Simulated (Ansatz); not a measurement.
We consider CsSnI3 (P4/mbm, No. 127, 10 atoms in the cell; start COD 4117958; high-temperature phase), described by r²SCAN+SOC (Ansatz, a first-principles code, plane waves, PAW).

Run with plane-wave cutoff 560 eV, 4×4×6 k mesh (along the axes of the cell as run), Fermi–Dirac smearing 0.01 eV, PAW data made under PBE.

Cell (measured lattice):

```yaml
crystal:
  lattice:
    - [8.71820, 0.00000, 0.00000]
    - [0.00000, 8.71820, 0.00000]
    - [0.00000, 0.00000, 6.19080]
  atoms:
    - { symbol: Cs, position: [0.00000, 0.50000, 0.00000] }
    - { symbol: Cs, position: [0.50000, 0.00000, 0.00000] }
    - { symbol: I, position: [0.27630, 0.22370, 0.50000] }
    - { symbol: I, position: [0.72370, 0.77630, 0.50000] }
    - { symbol: I, position: [0.22370, 0.72370, 0.50000] }
    - { symbol: I, position: [0.77630, 0.27630, 0.50000] }
    - { symbol: I, position: [0.50000, 0.50000, 0.00000] }
    - { symbol: I, position: [0.00000, 0.00000, 0.00000] }
    - { symbol: Sn, position: [0.50000, 0.50000, 0.50000] }
    - { symbol: Sn, position: [0.00000, 0.00000, 0.50000] }
```

Problem. Predict the band gap and direct gap at Γ.

Solution. 
band gap: 0.07 eV (direct)
direct gap at Γ: 1.51 eV

Note: held by symmetry at 0 K, a high-temperature phase can be a saddle point; cell and atoms aren't relaxed at this level (largest force component 0.03 eV/Å, pressure 0.4 GPa).

The result took roughly 2.6 core-hours.
